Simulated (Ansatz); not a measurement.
# Pressure series in CrCuO2

The reference is CrCuO$_{2}$ (space group R-3m, No. 166; ferromagnetic).

```cif
data_CrCuO2
_chemical_formula_sum 'Cu1 Cr1 O2'
_space_group_name_H-M_alt 'P 1'
_space_group_IT_number 1
_cell_length_a 5.96323
_cell_length_b 5.96323
_cell_length_c 5.96323
_cell_angle_alpha 29.264
_cell_angle_beta 29.264
_cell_angle_gamma 29.264
loop_
_space_group_symop_operation_xyz
  'x, y, z'
loop_
_atom_site_label
_atom_site_type_symbol
_atom_site_fract_x
_atom_site_fract_y
_atom_site_fract_z
_atom_site_occupancy
Cu1 Cu 0.00000 0.00000 0.00000 1
Cr1 Cr 0.50000 0.50000 0.50000 1
O1 O 0.10844 0.10844 0.10844 1
O2 O 0.89156 0.89156 0.89156 1
```

Cell and atoms are relaxed at each pressure.

Computed with Ansatz (a program for electronic structure) PBE, scalar-relativistic without spin-orbit coupling.

Notes on the quantities. enthalpy: H = E + PV relative to the base's energy.

| variant | band gap | enthalpy | density |
|---|---|---|---|
| base | 1.08 eV | – | 5.46 g/cm³ |
| pressure −2 GPa | 1.07 eV | -0.14 eV/atom | 5.39 g/cm³ |
| pressure −1 GPa | 1.07 eV | -0.07 eV/atom | 5.43 g/cm³ |
| pressure 0.3 GPa | 1.08 eV | +0.02 eV/atom | 5.48 g/cm³ |
| pressure 0.7 GPa | 1.08 eV | +0.05 eV/atom | 5.49 g/cm³ |
| pressure 1.5 GPa | 1.08 eV | +0.10 eV/atom | 5.52 g/cm³ |
| pressure 3 GPa | 1.09 eV | +0.21 eV/atom | 5.57 g/cm³ |
| pressure 5 GPa | 1.08 eV | +0.34 eV/atom | [?] |
| pressure 7.5 GPa | 1.02 eV | +0.51 eV/atom | 5.72 g/cm³ |
| pressure 10 GPa | 0.95 eV | +0.68 eV/atom | 5.80 g/cm³ |

Fill in the withheld entries from the trend.


- pressure 5 GPa, density: 5.64 g/cm³

Load acts through the strain it causes; cell and atoms are relaxed under it. No phonon test of stability was made. No other phases were tried under pressure. No Hubbard U is applied and the magnetic state is the run's own (CrCuO2 ferromagnetic); other magnetic orders, which need larger cells, were not tried and can change the gap. A gap here joins edges of opposite spin (a spin-flip gap).
